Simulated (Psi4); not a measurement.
Psi4 1.11, PBE0/def2-svp, scf_type pk: C#C[SiH2]O[SiH2]CCO, 18 atoms. The geometry is a generated start, not checked to be a minimum at this level.

| Item | Result |
|---|---|
| task | energy |
| method | pbe0 |
| basis | def2-svp |
| memory | 7 GB |
| e_convergence | 1e-08 |
| d_convergence | 1e-07 |
| guess | auto, which took SAD (default) |
| diis_max_vecs | 10 (default) |
| scf_initial_accelerator | adiis (default) |
| dft_radial_points | 75 (default) |
| dft_spherical_points | 302 (default) |
| basis functions | 170 |
| grid points | 383449 |

```xyz
18

C      4.9785     0.4477    -0.9325
C      3.9740     0.1934    -0.3251
Si     2.4069    -0.2044     0.6161
O      1.1695    -0.6816    -0.3755
Si    -0.4345    -1.0719    -0.2674
C     -1.5333     0.4002     0.0409
C     -3.0205     0.0822     0.1057
O     -3.7472     1.2694     0.3977
H      5.8692     0.6720    -1.4735
H      2.6676    -1.2804     1.6026
H      1.9597     0.9927     1.3696
H     -0.6145    -2.0639     0.8191
H     -0.8467    -1.7176    -1.5365
H     -1.2333     0.8881     0.9764
H     -1.3627     1.1495    -0.7419
H     -3.2398    -0.6432     0.8966
H     -3.3932    -0.3270    -0.8399
H     -3.5995     1.8948    -0.3325
```
Charge 0, spin multiplicity 1.

The reference run uses exact four-centre integrals (scf_type = pk). Each setting ran once; only counts and results are compared.

Settings tried, all else as in the reference:
- scf_type = cd, cholesky_tolerance = 0.001
- scf_type = cd, cholesky_tolerance = 0.0001 (default)
- scf_type = cd, cholesky_tolerance = 1e-05
- scf_type = dfdirj+cosx, cosx_radial_points_final = 75, cosx_spherical_points_final = 302
- scf_type = dfdirj+cosx, cosx_radial_points_final = 25, cosx_spherical_points_final = 50
- scf_type = mem_df
- scf_type = cd, cholesky_tolerance = 0.01
- scf_type = dfdirj+snlink
- scf_type = dfdirj+cosx, cosx_radial_points_final = 50, cosx_spherical_points_final = 194
- scf_type = cd, cholesky_tolerance = 1e-06
- scf_type = dfdirj+link
- scf_type = dfdirj+cosx

Question: Which of these stay within 1.0 meV/atom in energy of the reference run?

Answer: Within it: scf_type = cd, cholesky_tolerance = 1e-06; scf_type = mem_df; scf_type = dfdirj+cosx; scf_type = cd, cholesky_tolerance = 1e-05; scf_type = dfdirj+cosx, cosx_radial_points_final = 75, cosx_spherical_points_final = 302; scf_type = dfdirj+cosx, cosx_radial_points_final = 50, cosx_spherical_points_final = 194; scf_type = dfdirj+link; scf_type = dfdirj+snlink. Outside: scf_type = cd, cholesky_tolerance = 0.0001 (default); scf_type = cd, cholesky_tolerance = 0.001; scf_type = dfdirj+cosx, cosx_radial_points_final = 25, cosx_spherical_points_final = 50; scf_type = cd, cholesky_tolerance = 0.01.

| setting | energy against the reference |
|---|---|
| scf_type = cd, cholesky_tolerance = 1e-06 | −0.0087 meV/atom |
| scf_type = mem_df | −0.16 meV/atom |
| scf_type = dfdirj+cosx | −0.22 meV/atom |
| scf_type = cd, cholesky_tolerance = 1e-05 | −0.27 meV/atom |
| scf_type = dfdirj+cosx, cosx_radial_points_final = 75, cosx_spherical_points_final = 302 | −0.28 meV/atom |
| scf_type = dfdirj+cosx, cosx_radial_points_final = 50, cosx_spherical_points_final = 194 | −0.28 meV/atom |
| scf_type = dfdirj+link | −0.30 meV/atom |
| scf_type = dfdirj+snlink | −0.30 meV/atom |
| scf_type = cd, cholesky_tolerance = 0.0001 (default) | −2.0 meV/atom |
| scf_type = cd, cholesky_tolerance = 0.001 | −5.7 meV/atom |
| scf_type = dfdirj+cosx, cosx_radial_points_final = 25, cosx_spherical_points_final = 50 | +7.1 meV/atom |
| scf_type = cd, cholesky_tolerance = 0.01 | +8.0 meV/atom |

Total energies are compared; such shifts often cancel in part in energy differences. The DFDIRJ builders fit J, which adds its shift to that of exchange. Psi4 runs the final COSX grid once, on the density of the start grid. Also tried and not ranked: scf_type = direct (same energy as a listed run). The tolerance is a choice made for this comparison.
